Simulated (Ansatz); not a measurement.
ScCuO2: pressure series

Base system: ScCuO2 (space group P6_3/mmc, No. 194; a = 3.203 Å, c = 11.284 Å).

Cell and atoms are relaxed at each pressure.

Computed with PBEsol (Ansatz, a program for electronic structure; PAW; 420 eV plane waves; no spin-orbit coupling).

Candidates:
(a) pressure 7.5 GPa
(b) pressure 3 GPa
(c) pressure 5 GPa

For the base:

```
Item       Result
---------  ------
c/a ratio   3.523
```

Task: Order them by c/a ratio, highest first.

Result: (a) pressure 7.5 GPa (3.582), (c) pressure 5 GPa (3.563), (b) pressure 3 GPa (3.547)

Load acts through the strain it causes; cell and atoms are relaxed under it. Stability against distortions was not tested. No other phases were tried under pressure. No Hubbard U is applied. The final runs are not spin-polarised.
